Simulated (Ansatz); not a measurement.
Functionals compared on the (100) surface of rock-salt TiC (in the relaxation 1 C–Ti bonds broke), Y on all Ti sites of the second plane (bottom of the slab: a bare face, its two planes held), in Ansatz (plane waves, PAW). The structure was relaxed with PBE; the other rows are single points on it. Cutoff 420 eV (500 eV for r2SCAN).

Slab: 12 atoms, 11.2 Å thick at the start with caps and adatoms (thin: gaps and levels are the slab's own); k 12x12x1, smearing 0.1 eV, dipole-corrected; 4 atoms held, the rest relaxed; symmetry of the start imposed; no spin, no spin-orbit, no U. It is one candidate, not shown to be the stable structure of the face. These notes are the PBE run's.

```json
[
 {"functional": "PBE", "work function of the top face (eV)": "5.16", "rough cost of the single point": "–"},
 {"functional": "RPBE", "work function of the top face (eV)": "5.00", "rough cost of the single point": "around 23 core-seconds (rough)"},
 {"functional": "r2SCAN", "work function of the top face (eV)": "?", "rough cost of the single point": "roughly 50 core-seconds"}
]
```

Question: Fill in the missing entries.

Answer: 
- r2SCAN, work function of the top face (eV): 5.29

Ansatz is a first-principles code.
